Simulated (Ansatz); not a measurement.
SrC₂ (I4/mmm, No. 139, 3 atoms in the cell; start mp-2630; a measured phase of this formula has another space group), treated with G0W0@PBEsol (Ansatz, a program for electronic structure, plane waves, hard PAW, contour deformation).

The cell is the one relaxed with PBEsol. Conventional cell: a = 4.0502 Å, b = 4.0502 Å, c = 6.7443 Å, α = 90.00°, β = 90.00°, γ = 90.00°.

One run with a 6×6×6 mesh, response cutoff 100 eV and 231 empty bands, not extrapolated in mesh or basis; no spin–orbit coupling.

Highest filled and lowest empty level by k point (fractions of the reciprocal vectors of the cell (-2.025 2.025 3.372) (2.025 -2.025 3.372) (2.025 2.025 -3.372) Å; eV from the valence maximum of each method):

| k | PBEsol filled | PBEsol empty | QP filled | QP empty |
|---|---|---|---|---|
| 0 0 0 | -0.85 | 3.42 | -0.93 | 5.41 |
| 0 0 0.167 | -1.00 | 2.75 | -1.09 | 4.65 |
| 0 0.333 0 | -0.58 | 4.13 | -0.64 | 6.03 |
| 0 -0.5 0.167 | -0.25 | 4.11 | -0.30 | 6.03 |
| 0.167 0.167 0.167 | -0.42 | 2.69 | -0.47 | 4.52 |
| 0.167 0.333 -0.333 | -0.24 | 4.25 | -0.28 | 6.09 |
| 0.167 -0.333 0.333 | -0.63 | 4.30 | [?] | [?] |
| -0.5 -0.5 -0.5 | 0.00 | 3.26 | [?] | [?] |

Problem. Estimate the withheld levels to about 0.1 eV.

Solution. 
- 0.167 -0.333 0.333, QP filled: -0.68
- 0.167 -0.333 0.333, QP empty: 6.18
- -0.5 -0.5 -0.5, QP filled: 0.00
- -0.5 -0.5 -0.5, QP empty: 5.01

A start named mp-… is a Materials Project structure, which need not be a measured phase.
